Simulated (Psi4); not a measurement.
Psi4 1.11, BP86/def2-svp: Ta(NMe)(Cl)(OMe)2 (C[N]=[Ta]([Cl])([O]C)[O]C), 17 atoms. The geometry is a generated start, not checked to be a minimum at this level.

```
Property                                             Result
--------------------------  -------------------------------
task                                                 energy
method                                                 bp86
basis                                              def2-svp
memory                                                 3 GB
maxiter                                                 100
keys of the molecule block                      symmetry c1
scf_type                                       df (default)
guess                        auto, which took SAD (default)
scf_initial_accelerator                     adiis (default)
e_convergence                               1e-06 (default)
d_convergence                               1e-06 (default)
dft_radial_points                              75 (default)
dft_spherical_points                          302 (default)
effective core potentials   those of the basis set, past Kr
basis functions                                         179
grid points                                          363998
```

```xyz
17

Ta     0.0566     0.7589     0.4527
N     -1.4695    -0.1518     0.2306
C     -2.6309    -0.9054    -0.0544
H     -2.9226    -0.7919    -1.1054
H     -2.4603    -1.9696     0.1462
H     -3.4641    -0.5689     0.5724
Cl    -0.5253     2.5192     1.7510
O      1.2616    -0.2382     1.4631
C      1.6959    -1.4260     2.0299
H      0.8482    -2.1089     2.1733
H      2.4357    -1.9051     1.3764
H      2.1633    -1.2265     3.0019
O      0.7460     1.4645    -1.1058
C      1.0127     1.6087    -2.4575
H      0.8927     0.6446    -2.9679
H      0.3189     2.3317    -2.9034
H      2.0411     1.9648    -2.6030
```

Charge 0 and multiplicity 1 are set for this test and not shown to be the ground state.

One run each on 2 threads. Values of diis_max_vecs tried: 3, 6, 10 (default), 20.

### Question
Predict the course of the SCF iterations along this series.

### Answer
Fewest SCF iterations, within one of each other: 6 with 13, 10 (default) with 12, 20 with 12. The run ends without SCF convergence in 100 iterations at 3.

```json
[
 {"diis_max_vecs": "3", "SCF iterations": "100", "end": "no convergence"},
 {"diis_max_vecs": "6", "SCF iterations": "13", "end": "same solution"},
 {"diis_max_vecs": "10 (default)", "SCF iterations": "12", "end": "same solution"},
 {"diis_max_vecs": "20", "SCF iterations": "12", "end": "same solution"}
]
```
